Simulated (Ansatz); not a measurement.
## CdSe: energy against strain

CdSe (zinc blende, F-43m, 27.101 Å³/atom at rest, cube axes along x, y and z) under a strain ε along a cube axis (axis z), the other axes held. LDA in Ansatz, a plane-wave DFT program (PAW, default set), 420 eV, 10×10×10 Γ-centred mesh, Fermi-Dirac smearing 0.05 eV; ions are relaxed within the symmetry of each cell.

Here s stands for strain and y for E less E0.

```csv
strain (%),E less E0 (meV/atom)
-3.00,?
-1.50,1.36
-1.00,0.60
-0.50,0.15
0.00,0.00
0.50,0.15
1.00,0.58
1.50,1.32
```

Task: Fit y against s with a parabola, and predict the withheld value at s = -3.00.

Result: Least squares gives y = -0.001 - 0.0114·s + 0.5952·s². Residuals (row less fit): 0.005, -0.006, -0.004, 0.001, 0.008, -0.003, -0.001; standard error 0.006 (degrees of freedom: 4). Twice the quadratic coefficient over the volume, 2 × 0.5952 meV × 10⁴ × 0.1602 / 27.101 Å³, is the elastic constant C11 = 70 ± 0.3 GPa. At the withheld row, y = -0.001 - 0.0114 × (-3.0) + 0.5952 × (-3.0)² = 5.390 meV/atom. The calculation gives 5.49 meV/atom, 0.100 meV/atom above the prediction (1.8 % of the range of y in the table). The row lies outside the fitted rows, so this is an extrapolation. The fitted rows scatter only by rounding.

One order more, fitted to all 13 runs of the series, follows each within 0.01, so the miss is the next term of a smooth law. CdSe stands in this structure, whereas wurtzite is the usual form. Rows are the converged runs of the series near zero and its far end; series whose fitted rows scatter by over a few per cent of the range, as at a crossing or softening among them, aren't shown in this form. Most that stay on the fit to the last digits aren't either.
